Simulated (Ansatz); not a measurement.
SiO2 (P4₁2₁2, No. 92), treated with LDA (Ansatz, an electronic-structure program, plane waves, PAW).

Numerical settings: plane-wave cutoff 520 eV, 8×8×6 k mesh (along the axes of the cell as run), Fermi–Dirac smearing 0.01 eV, scalar-relativistic PAW data made under PBE.

Shape and atoms are relaxed at each volume.

The direct gap at Γ against volume; x = 100 ln(V/13.999 Å³). One gap is withheld.

| V (Å³/atom) | x | gap (eV) |
|---|---|---|
| 13.439 | -4.08 | 5.623 |
| 13.719 | -2.02 | 5.587 |
| 13.999 | 0.00 | 5.554 |
| 14.279 | 1.98 | 5.521 |
| 14.559 | 3.92 | ? |

**Question.** Fit a straight line to the rows shown, give the volume deformation potential and predict the withheld gap.

**Answer.** Means of the 4 rows: x̄ = -1.030, ȳ = 5.5713 eV. Σ(x − x̄)(y − ȳ) = -0.3425 and Σ(x − x̄)² = 20.404, so the slope is -0.0168 eV per unit of x, and dE_g/d ln V = -1.7 eV. At x = 3.92: 5.5713 + (-0.0168) × (3.92 − (-1.030)) = 5.488 eV. The run gives 5.489 eV, 0.001 eV above the line.
